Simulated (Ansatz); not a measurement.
An Ansatz (a program for electronic structure) run: Ti with a change (pressure 2.1 GPa); LDA (Ansatz; PAW; 420 eV plane waves; without spin-orbit coupling).

Input:

Ansatz 0.2 input:
```yaml
crystal:
  lattice:
    - [2.8574048284, 0, 0]
    - [-1.4287024142, 2.4745851703, 0]
    - [0, 0, 4.5244216858]
  atoms:
    - { symbol: Ti, position: [0.6666666667, 0.3333333333, 0.75] }
    - { symbol: Ti, position: [0.3333333333, 0.6666666667, 0.25] }
basis: { ecutwfc: 420, ecutrho_ratio: 4, xc_grid: 2, fft_grid_basis: typed }
kpoints: { mp_grid: { grid: [19, 19, 10] } }
hamiltonian:
  xc: lda
  dispersion: none
  pseudopotentials: { kind: paw }
scf: { occupations: { method: fermi_dirac, width: 0.05 } }
relax: { f_tol: 0.01, max_steps: 60, cell: { stress_tol: 0.02, p_target: 2.1 } }
output: { forces: true, stress: true }
checkpoint: { write: state.ck, write_every: 1000 }
```

Output (explanatory and most iteration lines left out):

```
Relaxation: its limit of steps is 60 (relax.max_steps)
Pseudopotential: Ti, paw, valence charge 12
Crystal: 2 atoms, lattice volume = 31.992 Å³
Basis set: ecut = 420 eV, 615 PW (Γ), exchange–correlation on 40×40×64 points (8 copies of the dense FFT grid, shifted against one another)
Bands: 16, of which v1, the nominal top of the filled ones, is band 12 counted from 1 (11 counted from 0)
Symmetry: 24 space group operations
Space group: P63/mmc (ITA 194), of the structure as read, at distance tolerance 3.2e-5 Å
k-points: 240 of 3610
Functional: x = slater, c = lda
SCF iter   1: F=—  HF=-4900.612424 eV  |F-HF|=—  |Δ(HF+E_count)|=         —  Δρ=6.98e-3  dr2=6.97e-3  ethr=1.77e-3  ⟨swp⟩=4.2  Hψ=15760  notcnv=0
SCF iter   2: F=—  HF=-4900.610413 eV  |F-HF|=—  |Δ(HF+E_count)|=   2.01e-3  Δρ=3.35e-3  dr2=1.46e-3  ethr=2.90e-5  ⟨swp⟩=2.1  Hψ=6590  notcnv=0
SCF 1 converged in 6 iterations: F = -4900.610205 eV  dr2 = 3.44e-11
relax step   1: F+E_penalty+E_count = -4900.61020545 eV  Δ(F+E_penalty+E_count) = +0.000e0 eV  max|allowed force component| = 2.591e-16 eV/Å  Δτ_max = 0.0000 Å  P = +0.890 GPa  Ω = 31.992 Å³  (6 SCF iters, dr2 threshold 1.00e-7 eV, accepted)
[... steps on the carried basis left out ...]
relax step   5: F+E_penalty+E_count = -4900.60750395 eV  Δ(F+E_penalty+E_count) = +6.023e-5 eV  max|allowed force component| = 1.480e-16 eV/Å  Δτ_max = 0.0000 Å  P = +2.094 GPa  Ω = 31.701 Å³  stress off target by 1.34e-2 GPa  SCF on the basis re-selected at this cell (its energy is not comparable with the rows above)  (8 SCF iters)
SCF converged after 8 iterations
Free energy (F): -4900.607504 eV
Internal energy: -4900.590157 eV  (E = F + TS)
E sigma→0 (E₀):  -4900.598831 eV
Entropy (-TS):   -0.017347 eV (-8.673 meV/atom)
Fermi energy:    14.558798 eV
--- Forces (eV/Å), atoms counted from 1 ---
  atom   1  Ti     0.00000000     0.00000000    -0.00000000
  atom   2  Ti    -0.00000000     0.00000000     0.00000000
--- Stress (GPa, compression-positive) ---
        2.097915      -0.000000       0.000000
        0.000000       2.097915      -0.000000
        0.000000       0.000000       2.086633
  P = ⅓ Tr σ = 2.0942 GPa (20.942 kbar)
--- Relaxed structure (4 steps of the walk, 4 accepted, 1 SCFs on fresh bases) ---
  cell:  # Å, volume = 31.7007 Å³
    - [2.8483817972661285, 1.7335372362944078e-34, -2.8892287271573463e-35]
    - [-1.4241908986330643, 2.4667709961096436, -2.7323747801011714e-19]
    - [-4.574811723714418e-35, -4.995752765845284e-19, 4.5117101306792815]
  atoms:
    - { symbol: Ti, position: [0.6666666666666666, 0.3333333333333333, 0.7499999999999998] }
    - { symbol: Ti, position: [0.3333333333333333, 0.6666666666666666, 0.24999999999999997] }
```

Load acts through the strain it causes; cell and atoms are relaxed under it. Whether these cells are dynamically stable was not tested. All final runs are without spin polarisation. The cell was made from Ti in the hcp (Mg type) structure (space group P6_3/mmc, No. 194) by this change: pressure 2.1 GPa.
